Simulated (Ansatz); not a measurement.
The reference is AlN in the zinc blende structure (space group F-43m, No. 216).

```yaml
crystal:
  lattice:
    - [0.00000, 2.17113, 2.17113]
    - [2.17113, 0.00000, 2.17113]
    - [2.17113, 2.17113, 0.00000]
  atoms:
    - { symbol: Al, position: [0.00000, 0.00000, 0.00000] }
    - { symbol: N, position: [0.25000, 0.25000, 0.25000] }
```

Cartesian axes are those of the cell as printed.

Calculations: Ansatz (an electronic-structure program) LDA, spin-orbit coupling left out.

Base values:

The smallest direct gap comes out as 4.39 eV and the valley order is X along ⟨100⟩ 3.25 eV; Γ 4.39 eV.

It is then changed as follows: biaxial strain −2.50 %, plane normal [001], relaxed out of plane (Cartesian); in-plane vectors clamped, the third vector and the atoms free.

Question: How does this affect the ratio −ε⊥/ε∥, smallest direct gap and valley order?

Answer: The ratio −ε⊥/ε∥ comes out as 1.04; the smallest direct gap rises by 0.13 eV (4.39 eV → 4.52 eV); the valley order (the lowest conduction-band minima on the path, energy above the VBM, named in the base's zone) goes from X along ⟨100⟩ 3.25 eV; Γ 4.39 eV to X along [010] 3.09 eV; X along [001] 3.35 eV; Γ 4.50 eV.

Whether these cells are dynamically stable was not tested. This is not the structure that AlN has at room temperature and ambient pressure.
